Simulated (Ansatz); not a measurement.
## CaO (P6₃/mmc, No. 194, 4 atoms in the cell; start mp-545512; a measured phase of this formula has another space group)

Method: r²SCAN (Ansatz, a quantum-chemistry and plane-wave program, plane waves, PAW).

Numerical settings: plane-wave cutoff 560 eV, 12×12×8 k mesh (along the axes of the cell as run), Fermi–Dirac smearing 0.01 eV, scalar-relativistic PAW data made under PBE.

Cell (relaxed at this level):

```yaml
crystal:
  lattice:
    - [3.98108, 0.00000, 0.00000]
    - [-1.99054, 3.44772, 0.00000]
    - [0.00000, 0.00000, 4.76938]
  atoms:
    - { symbol: Ca, position: [0.33333, 0.66667, 0.75000] }
    - { symbol: Ca, position: [0.66667, 0.33333, 0.25000] }
    - { symbol: O, position: [0.33333, 0.66667, 0.25000] }
    - { symbol: O, position: [0.66667, 0.33333, 0.75000] }
```

band gap: 3.63 eV (on the SCF k mesh)
bulk modulus: 93.8 GPa

Note: the relaxation could not lower the start's symmetry, so the cell can be a saddle point above a distorted one; the bulk modulus is −V dP/dV from two relaxed cells at ±2 % in volume.

Static lattice: no zero-point or thermal effects.

It cost very roughly 70 core-seconds of CPU time.

A start named mp-… is a Materials Project structure, which need not be a measured phase.
